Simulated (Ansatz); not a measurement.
The cell is built on a prototype and need not be the phase stable at ambient conditions.

By PBEsol, the system below comes out a metal.

Without scattering a metal conducts by its projected Fermi surface.

Consider the following.

```yaml
crystal:
  lattice:
    - [3.33605, 0.00000, 0.00000]
    - [0.00000, 4.71789, 0.00000]
    - [0.00000, 2.35894, 2.35894]
  atoms:
    - { symbol: Pb, position: [0.00000, 0.00000, 0.00000] }
    - { symbol: Rh, position: [0.50000, 0.50000, 0.00000] }
```

Space group of this cell: Pm-3m, CsCl type. The cell was relaxed by PBE-D3(BJ); by PBEsol its mean pressure is -1.6 GPa.

The current flows along the normal of the first two printed cell vectors. No spin-orbit coupling; the value is a mean over 0.1 eV about the Fermi level.

### Question
Predict the ballistic conductance per area from PBEsol in Ansatz (an electronic-structure program).

### Answer
1.0 × 10¹⁵ S/m² for both spins.
